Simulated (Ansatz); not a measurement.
The starting structures come from a database of crystals and need not be the phases stable at ambient conditions.

The decay constant κ of evanescent states in the gap governs leakage through a thin film.

Data:

```
KRb2YF6
1.0
    6.58136     0.00000     0.00000
   -0.04336     9.36716     0.00000
    0.00000     0.00000     6.75063
K Rb Y F
2 4 2 12
Direct
  0.00000   0.50000   0.00000
  0.50000   0.00000   0.50000
  0.48920   0.75186   0.95622
  0.51080   0.24814   0.04378
  0.01080   0.74814   0.45622
  0.98920   0.25186   0.54378
  0.00000   0.00000   0.00000
  0.50000   0.50000   0.50000
  0.82322   0.05383   0.26711
  0.17678   0.94617   0.73289
  0.67678   0.44617   0.76711
  0.32322   0.55383   0.23289
  0.27096   0.95888   0.18186
  0.72904   0.04112   0.81814
  0.22904   0.54112   0.68186
  0.77096   0.45888   0.31814
  0.41038   0.27507   0.46119
  0.58962   0.72493   0.53881
  0.08962   0.22493   0.96119
  0.91038   0.77507   0.03881
```

Space group of this cell: P2_1/c. The cell is taken as given; by r2SCAN its mean pressure is -2.1 GPa.

Transport runs along the normal of the first two printed cell vectors.

No gap correction and no spin-orbit coupling; mid-gap values are interpolated between computed energies.

Give the band gap and the smallest decay constant κ at mid-gap that r2SCAN run with Ansatz (a program for electronic structure) yields.

Gap 7.11 eV on a 6×4×6 mesh; κ = 0.560 1/Å, at the zone centre.
